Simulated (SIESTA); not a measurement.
Band structure of ZrZnNi₄ (F-43m, 6 atoms in the cell).

```
ZrZnNi4
1.0
    0.00000     3.35467     3.35467
    3.35467     0.00000     3.35467
    3.35467     3.35467     0.00000
Zr Zn Ni
1 1 4
Cartesian
  0.00000   0.00000   0.00000
  5.03200   5.03200   5.03200
  4.18716   2.52218   4.18716
  2.52218   2.52218   2.52218
  2.52218   4.18716   4.18716
  4.18716   4.18716   2.52218
```

Level of theory: GGA PBEsol, numerical atomic orbitals DZP, PseudoDojo PBEsol standard norm-conserving potentials (rewritten from UPF to PSML) run with SIESTA.

Settings: XC.functional = GGA; XC.authors = PBEsol; potentials = PseudoDojo PBEsol standard; PAO.BasisSize = DZP; PAO.EnergyShift = 0.01 Ry; MeshCutoff = 300 Ry; kgrid.MonkhorstPack = 9 9 9; OccupationFunction = MP; OccupationMPOrder = 0; ElectronicTemperature = 136 meV; MaxSCFIterations = 150; SCF.Mixer.Method = Broyden; SCF.Mixer.Weight = 0.25; SCF.Mixer.History = 8.

The starting cell comes from a database of computed structures (which also holds hypothetical and non-ambient phases and stackings), without a prior relaxation at this level. Spin polarisation is off. Values carry the incompleteness of an atom-centred basis.

Levels in eV from the Fermi level, bands 49 to 54:
| point | 49 | 50 | 51 | 52 | 53 | 54 |
|---|---|---|---|---|---|---|
| Γ | -0.60 | -0.60 | 0.09 | 0.09 | 0.09 | 0.20 |
| X | -1.00 | -1.00 | -0.90 | -0.83 | 0.97 | 1.15 |
| W | -1.35 | -0.75 | -0.67 | -0.50 | -0.16 | 0.90 |
| K | -1.12 | -0.88 | -0.71 | -0.56 | 0.09 | 0.94 |
| L | -0.89 | -0.89 | 0.09 | 0.40 | 0.40 | 0.44 |
| U | -1.12 | -0.88 | -0.71 | -0.56 | 0.09 | 0.94 |

Bands cross the Fermi level along this path, so the cell is metallic at this level.

Higher empty bands are left out: an atom-centred basis made for the valence describes them poorly.
